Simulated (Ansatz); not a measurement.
The parent structure is InAgTe$_{2}$ in the chalcopyrite structure (space group I-42d, No. 122; a = 6.432 Å, c = 12.766 Å). Axes: x, y, z lie along a, b, c of the conventional cell.

Method: PBEsol (Ansatz, a first-principles code; PAW; 420 eV plane waves; spin-orbit coupling left out).

Strains are applied to the cell and any free atomic positions relax; under biaxial strain the out-of-plane vector relaxes too.

One change was made to it. Results:

The band gap changes from 0.08 eV to zero; the pressure (mean of the normal stresses, compression positive) goes from zero to -0.4 GPa; the volume per atom increases by 0.287 Å³ to 33.29 Å³; the energy rises by 1.9 meV/atom.

Question: Which change produced these results?
A) biaxial strain +1.50 %, plane normal [001], relaxed out of plane
B) biaxial strain +3.00 %, plane normal [001], relaxed out of plane
C) biaxial strain +2.25 %, plane normal [001], relaxed out of plane
D) biaxial strain +0.75 %, plane normal [001], relaxed out of plane

Answer: A, biaxial strain +1.50 %, plane normal [001], relaxed out of plane. For comparison, the energy relative to the base in the other runs: biaxial strain +3.00 %, plane normal [001], relaxed out of plane gives +7.3 meV/atom; biaxial strain +0.75 %, plane normal [001], relaxed out of plane gives +0.5 meV/atom; biaxial strain +2.25 %, plane normal [001], relaxed out of plane gives +4.2 meV/atom.

With Te present, leaving out spin-orbit coupling can change the band edges. Stability against distortions was not tested. All final runs are without spin polarisation. Gaps under 0.05 eV, about the width of the smearing, are given as zero. A zero or small gap of InAgTe2 can be the functional's error rather than a property of the material.
